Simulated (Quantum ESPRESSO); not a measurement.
# Quick settings and what they miss: InSb (F-43m, 2 atoms in the cell)

Self-consistent single point.

```xyz
2
Lattice="-3.3166 0.0000 3.3166 0.0000 3.3166 3.3166 -3.3166 3.3166 0.0000" Properties=species:S:1:pos:R:3 pbc="T T T"
In     0.0000     0.0000     0.0000
Sb    -1.6583     1.6583     1.6583
```

Method: LDA (PZ), PSlibrary PAW (LDA) pseudopotentials (plane waves; Quantum ESPRESSO).

Base settings: ecutwfc = 50 Ry; ecutrho = 300 Ry; occupations = smearing; smearing = gauss; degauss = 0.0147 Ry; potentials = {In: In.pz-dn-kjpaw_psl.1.0.0.UPF, Sb: Sb.pz-n-kjpaw_psl.1.0.0.UPF}; K_POINTS = automatic 7 7 7 0 0 0; conv_thr = 1e-09 Ry; mixing_beta = 0.7.

Tight run (finer mesh or higher cutoff; not a proven limit): ecutwfc: 50 Ry → 70 Ry; ecutrho: 300 Ry → 420 Ry; conv_thr: 1e-09 Ry → 7.3e-11 Ry; K_POINTS: automatic 7 7 7 0 0 0 → automatic 10 10 10 0 0 0. It gave Fermi level (on the code's own zero) 4.97 eV; pressure -3.20 GPa.

Quick runs, as changes from the base:
- A: the base itself
- B: smearing: gauss → mp; degauss: 0.0147 Ry → 0.0099958 Ry; K_POINTS: automatic 7 7 7 0 0 0 → automatic 4 4 4 0 0 0
- C: ecutwfc: 50 Ry → 35 Ry; ecutrho: 300 Ry → 210 Ry; conv_thr: 1e-09 Ry → 7.3e-06 Ry; K_POINTS: automatic 7 7 7 0 0 0 → automatic 4 4 4 0 0 0
- D: ecutwfc: 50 Ry → 40 Ry; ecutrho: 300 Ry → 240 Ry; smearing: gauss → mp; degauss: 0.0147 Ry → 0.0099958 Ry; K_POINTS: automatic 7 7 7 0 0 0 → automatic 6 6 6 1 1 1
- E: ecutwfc: 50 Ry → 25 Ry; ecutrho: 300 Ry → 150 Ry; smearing: gauss → mp; degauss: 0.0147 Ry → 0.036749 Ry; pseudopotentials: {In: In.pz-dn-kjpaw_psl.1.0.0.UPF, Sb: Sb.pz-n-kjpaw_psl.1.0.0.UPF} → {In: In.pbe-dn-kjpaw_psl.1.0.0.UPF, Sb: Sb.pbe-n-kjpaw_psl.1.0.0.UPF}; K_POINTS: automatic 7 7 7 0 0 0 → automatic 4 4 4 0 0 0; input_dft: default → pbesol [PBEsol]
- F: ecutwfc: 50 Ry → 35 Ry; ecutrho: 300 Ry → 210 Ry; smearing: gauss → mp; degauss: 0.0147 Ry → 0.0099958 Ry; K_POINTS: automatic 7 7 7 0 0 0 → automatic 8 8 8 1 1 1

Energies are extrapolated to zero smearing width, which holds to low order in the width alone (under cold and Methfessel-Paxton smearing the free energy itself is taken).

Dashes: energy of E, another energy zero.

† marks runs with another functional, U, potentials or spin treatment: their distance from the tight run is not a convergence error alone.

The count of work is k-points × plane waves × bands × iterations; it is no time. 

The starting cell comes from a database of computed structures (which also holds hypothetical and non-ambient phases and stackings), without a prior relaxation at this level. In the base run, with a pressure of about -4 GPa the cell is away from its equilibrium volume at this level. The run gives no clean gap (levels at the Fermi energy touch, overlap or are partly filled at this smearing), which alone does not show that the compound is a metal.

| run | energy less tight (meV/atom) | pressure less tight (GPa) | count of work / tight |
|---|---|---|---|
| A | 41.1 | -0.59 | 0.23 |
| B | 107.8 | -0.22 | 0.080 |
| C | 203.3 | -3.79 | 0.034 |
| D | 55.9 | -0.15 | 0.23 |
| E† | – | -116.75 | 0.033 |
| F | 133.0 | -4.63 | 0.40 |

Among the runs at the tight run's level, the energy misses run from 41.1 to 203.3 meV/atom.
